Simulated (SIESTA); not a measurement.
Worked example: self-consistent single point of Rb (Im-3m, 1 atom in the cell) in SIESTA.

Method: LDA PW92, numerical atomic orbitals DZP, PseudoDojo LDA standard norm-conserving potentials (rewritten from UPF to PSML) (SIESTA 5.4.2).

```
CELL_PARAMETERS angstrom
     -2.83347     2.83347     2.83347
      2.83347    -2.83347     2.83347
      2.83347     2.83347    -2.83347
ATOMIC_POSITIONS crystal
  Rb 0.00000 0.00000 0.00000
```

Reference input (self-consistent single point, DFT, LDA PW92, numerical atomic orbitals DZP, PseudoDojo LDA standard norm-conserving potentials (rewritten from UPF to PSML)): XC.functional = LDA; XC.authors = PW92; potentials = PseudoDojo LDA standard; PAO.BasisSize = DZP; PAO.EnergyShift = 0.01 Ry; MeshCutoff = 400 Ry; kgrid.MonkhorstPack = 8 8 8; OccupationFunction = FD; ElectronicTemperature = 100 meV; MaxSCFIterations = 150; SCF.Mixer.Method = Pulay; SCF.Mixer.Weight = 0.2. This run's input differs from it in these lines:

```diff
@@ -26,5 +26,5 @@
 %block kgrid.MonkhorstPack
-    8   0   0  0.0
-    0   8   0  0.0
-    0   0   8  0.0
+   16   0   0  0.5
+    0  16   0  0.5
+    0   0  16  0.5
 %endblock kgrid.MonkhorstPack
```

The program printed (abridged):

```
        iscf     Eharris(eV)        E_KS(eV)     FreeEng(eV)     dDmax    Ef(eV) dHmax(eV)
   scf:    1     -737.423015     -736.883838     -736.909681  0.460919 -2.407470  2.077376
   scf:    2     -736.941841     -736.913386     -736.939263  0.021504 -2.440137  1.529224
   scf:    3     -736.972210     -736.946336     -736.972308  0.056020 -2.529082  0.032537
   scf:    4     -736.946038     -736.946211     -736.972185  0.004864 -2.540715  0.101259
   scf:    5     -736.946471     -736.946356     -736.972322  0.003648 -2.535641  0.000494
   scf:    6     -736.946356     -736.946356     -736.972322  0.000009 -2.535644  0.000239
SCF Convergence by DM+H criterion
max |DM_out - DM_in|         :     0.0000090596
max |H_out - H_in|      (eV) :     0.0002390910
SCF cycle converged after 6 iterations

Using DM_out to compute the final energy and forces

siesta: E_KS(eV) =             -736.9464

siesta: E_KS - E_eggbox =      -736.9464

siesta: Atomic forces (eV/Ang):
     1   -0.000000   -0.000000   -0.000000
   Tot   -0.000000   -0.000000   -0.000000
   Max    0.000000
   Res    0.000000    sqrt( Sum f_i^2 / 3N )
   Max    0.000000    constrained

Stress tensor Voigt[x,y,z,yz,xz,xy] (kbar):        3.69        3.69        3.69        0.00        0.00       -0.00
(Free)E + p*V (eV/cell)     -737.1819
Target enthalpy (eV/cell)     -736.9723

siesta: Program's energy decomposition (eV):
siesta: FreeEng =      -736.972322

siesta: Stress tensor (static) (eV/Ang**3):
   [... lines left out ...]
siesta: Cell volume =         90.995129 Ang**3
siesta:          -3.69083312         -3.69083312  kBar
   [... lines left out ...]

mulliken: Atomic and Orbital Populations:

Species: Rb
Atom  Qatom  Qorb
               4s      5s      5s      4py     4pz     4px     5py     5pz
               5px
   1  9.000   2.001   0.743  -0.008   2.018   2.018   2.018   0.070   0.070
              0.070

mulliken: Qtot =        9.000

Mulliken Atomic Populations:
Atom #   charge [q] valence [e]  Species
     1     0.000000    9.000000  Rb
 Total     0.000000
```

The run converged in 6 iterations. Against the reference run the free energy falls by 2.0 meV/atom and the pressure moves little (-0.36 to -0.37 GPa).

The starting cell has typed, rounded lattice constants, without a prior relaxation at this level. Its lattice was rescaled by up to half a per cent. Values carry the incompleteness of an atom-centred basis.
